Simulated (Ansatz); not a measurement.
**Hf in the hcp (Mg type) structure (space group P6_3/mmc, No. 194)**

```
CELL_PARAMETERS angstrom
      3.15898     0.00000     0.00000
     -1.57949     2.73576     0.00000
      0.00000     0.00000     4.99983
ATOMIC_POSITIONS crystal
  Hf 0.33333 0.66667 0.75000
  Hf 0.66667 0.33333 0.25000
```

Method: DFT with PBEsol, PAW potentials and a 420 eV plane-wave cutoff in Ansatz (a first-principles code), no SOC, earlier PAW set. Γ-centred 17×17×9 mesh, Fermi–Dirac width 0.05 eV.

```json
{
 "volume_per_atom": "21.60 Å³",
 "density": "13.72 g/cm³",
 "band_gap": "zero",
 "total_energy": "-15598.803 eV/atom (σ→0; compares only within this code and set-up)"
}
```

Whether these cells are dynamically stable was not tested. All final runs are without spin polarisation.
